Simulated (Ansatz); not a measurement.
Amorphous Hf₁₈O₃₉Sc₂, 59 atoms at 8.55 g/cm³, one PBE-relaxed geometry, zone centre. Methods: PBE, scalar-relativistic without spin-orbit coupling (Ansatz, an electronic-structure program); r2SCAN, scalar-relativistic without spin-orbit coupling (Ansatz); HSE06, scalar-relativistic without spin-orbit coupling (Ansatz). Plane waves to 420 eV (r2SCAN 500 eV); exact exchange is cut at the cell's faces. At PBE the levels at the filled edge of the gap are localised (band-tail or defect states). All rungs ran without spin polarisation.

It comes from a melt-quench run on a machine-learned potential (CHGNet), relaxed afterwards by DFT. O atoms were pushed apart under 1.9 Å during the dynamics, to hinder bonds among them. The hot cell started wider than the set density and was brought back towards it in steps. It is the lowest in DFT energy of 2 quenches. It is a model cell: composition and starting density were chosen by hand, and all elements were melted together. No dispersion term was used. Its density started from a set value of 8.55 and ended at 8.55 g/cm³. The simulated quench (nominally 450 K/ps over its main leg) is rapid and tends to freeze in more defects than a deposited or slowly cooled glass has. A cell of this size samples the disorder only roughly. The volume was held where the preparation left it and the shape relaxed, at a PBE pressure of 2.6 GPa. Stress components on the final sampling reach 2.6 GPa.

The relaxation ran on the zone centre alone. At PBE the level gap is 3.84 eV on a 2×2×2 Γ-centred mesh, and the spacing at the zone centre alone 3.91 eV.

Task: What zone-centre spacing does r2SCAN give, roughly?

Result: 4.38 eV (+0.47 eV against PBE).

Task: What zone-centre spacing does HSE06 give, roughly?

Result: 5.46 eV (+1.55 eV against PBE).

The highest filled and the lowest empty state spread over these numbers of atoms (participation numbers): PBE: 4.9 and 43.6; r2SCAN: 4.8 and 41.2; HSE06: 4.8 and 45.9.
